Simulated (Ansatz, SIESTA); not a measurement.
## Code comparison for Mo2C (P1, 3 atoms in the cell)

Self-consistent single point, at a second geometry (atoms moved at random). First geometry:

```
Mo2C
1.0
    3.12573     0.00000     0.00000
   -1.56286     2.70696     0.00000
    0.00000     0.00000     4.74473
Mo C
2 1
Direct
  0.33333   0.66667   0.24977
  0.66667   0.33333   0.75023
  0.00000   0.00000   0.50000
```

Second geometry:
```xyz
3
Lattice="3.1257 0.0000 0.0000 -1.5629 2.7070 0.0000 0.0000 0.0000 4.7447" Properties=species:S:1:pos:R:3 pbc="T T T"
Mo     0.0190     1.7900     1.1661
Mo     1.5109     0.8986     3.5606
C      0.0331     0.0184     2.3904
```

Shared settings, as Ansatz (a first-principles code) writes them: kpoints.mp_grid.grid = 14 14 8; scf.occupations.method = gaussian; scf.occupations.width = 0.1 eV. Potentials and cutoffs stand in the table.

```csv
code,model,ΔF from the first geometry (meV/atom),pressure (GPa),largest force (eV/Å),cutoff
Ansatz,"PBEsol, PAW files made with PBE",17.7,-23.22,1.100,420 eV
SIESTA,"GGA PBEsol, numerical atomic orbitals DZP, PseudoDojo PBEsol standard norm-conserving potentials (rewritten from UPF to PSML)",16.1,-22.83,0.836,grid 400 Ry
```

Size of the force on each atom (eV/Å): Sizes of forces hide their directions.

```csv
code,Mo1,Mo2,C3
Ansatz,1.100,0.991,0.808
SIESTA,0.790,0.828,0.836
```

On Ansatz's run: spin polarisation is off.

The spread over the programs that give each value: ΔF from the first geometry within 1.6 meV/atom; pressure within 0.39 GPa; largest force within 0.264 eV/Å.

SIESTA uses small atom-centred bases, whose incompleteness enters pressures, forces and empty levels differently from a plane-wave cutoff. Ansatz's pressure is given at a fixed set of plane waves, as the other plane-wave codes print theirs; with its correction for the finite basis it is -23.13 GPa.

The starting cell comes from a database of computed structures (which also holds hypothetical and non-ambient phases and stackings), without a prior relaxation at this level. Its lattice was rescaled by a random factor within 2.5 % of one. For this run, on top of that: atoms moved at random.

Keys are those of Ansatz 0.2.
